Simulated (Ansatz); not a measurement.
Consider C in the diamond structure (space group Fd-3m, No. 227; a = 3.560 Å). Axes: x, y, z lie along the cube axes.

Computed with Kohn–Sham DFT with the r2SCAN functional, run in Ansatz (a first-principles code) with PAW and 500 eV plane waves, without spin-orbit coupling.

Base values:

- Band gap = 4.36 eV

Perturbation: compressive biaxial strain of 1.50 % in the plane normal to [001], as in epitaxy on a mismatched substrate; the out-of-plane cell vector and the atoms relax.

Q: What does the calculation give for the energy relative to the base after the change?

A: The energy increases by 9.9 meV/atom.

Q: Predict the new in-plane stress.

A: The mean in-plane stress (compression positive) comes out as +19.2 GPa.

Q: Predict the new band gap.

A: The band gap falls by 0.19 eV, from 4.36 eV to 4.17 eV.

Q: What happens to the out-of-plane strain?

A: The out-of-plane strain amounts to +0.33 %.

No phonon test of stability was made.
